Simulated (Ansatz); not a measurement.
# Habitual settings against a tight run: Nb₃Ga (Pm-3n, 8 atoms in the cell)

Self-consistent single point.

```xyz
8
Lattice="5.1610 0.0000 0.0000 0.0000 5.1610 0.0000 0.0000 0.0000 5.1610" Properties=species:S:1:pos:R:3 pbc="T T T"
Nb     1.2903     0.0000     2.5805
Nb     3.8708     0.0000     2.5805
Nb     2.5805     3.8708     0.0000
Nb     2.5805     1.2903     0.0000
Nb     0.0000     2.5805     3.8708
Nb     0.0000     2.5805     1.2903
Ga     0.0000     0.0000     0.0000
Ga     2.5805     2.5805     2.5805
```

Method: PBEsol, PAW files made with PBE (plane waves; Ansatz, a program for electronic structure).

Base settings: basis.ecutwfc = 420 eV; kpoints.mp_grid.grid = 5 5 5; hamiltonian.xc = pbesol; hamiltonian.pseudopotentials = {kind: paw} (the program's default PAW files); scf.occupations.method = methfessel_paxton; scf.occupations.width = 0.136 eV.

Tight run (finer mesh or higher cutoff; not a proven limit): basis.ecutwfc: 420 eV → 590 eV; kpoints.mp_grid.grid: 5 5 5 → 7 7 7; scf.convergence.dr2_threshold: default (1e-07 eV) → 1e-09 eV. It gave Fermi level (on the code's own zero) 16.69 eV; pressure -3.93 GPa.

Quick runs, as changes from the base:
- A: the base itself
- B: basis.ecutwfc: 420 eV → 210 eV; kpoints.mp_grid.grid: 5 5 5 → 4 4 4
- C: basis.ecutwfc: 420 eV → 250 eV; kpoints.mp_grid.grid: 5 5 5 → 1 1 1; scf.occupations.method: methfessel_paxton → gaussian; scf.occupations.width: 0.136 eV → 0.2 eV
- D: basis.ecutwfc: 420 eV → 210 eV; kpoints.mp_grid.grid: 5 5 5 → 2 2 2; scf.convergence.dr2_threshold: default (1e-07 eV) → 0.0001 eV
- E: basis.ecutwfc: 420 eV → 250 eV; kpoints.mp_grid.grid: 5 5 5 → 6 6 6; scf.occupations.method: methfessel_paxton → fermi_dirac; kpoints.mp_grid.shift: default → 0.5 0.5 0.5
- F: basis.ecutwfc: 420 eV → 250 eV; kpoints.mp_grid.grid: 5 5 5 → 3 3 3

Energies are extrapolated to zero smearing width, which holds to low order in the width alone.

The count of work is k-points × plane waves × bands × iterations; it is no time. 

Pressures in the table are Ansatz's without its Pulay estimate, at a fixed set of plane waves; the tight run's value above holds the estimate.

The starting cell comes from a database of computed structures (which also holds hypothetical and non-ambient phases and stackings), without a prior relaxation at this level. Its lattice was rescaled by a random factor within 2.5 % of one. Spin polarisation is off. In the base run, with a pressure of about -4 GPa the cell is away from its equilibrium volume at this level.

```
run  energy less tight (meV/atom)  pressure less tight (GPa)  count of work / tight
---  ----------------------------  -------------------------  ---------------------
A                             0.3                       0.00                   0.24
B                          2078.1                     -99.90                  0.085
C                          -754.8                     -42.63                  0.011
D                          2355.0                    -105.09                  0.026
E                           428.8                     -28.12                   0.11
F                           431.1                     -28.12                  0.044
```

Among the runs at the tight run's level, the energy misses run from 0.3 to 2355.0 meV/atom.

Keys are those of Ansatz 0.2.
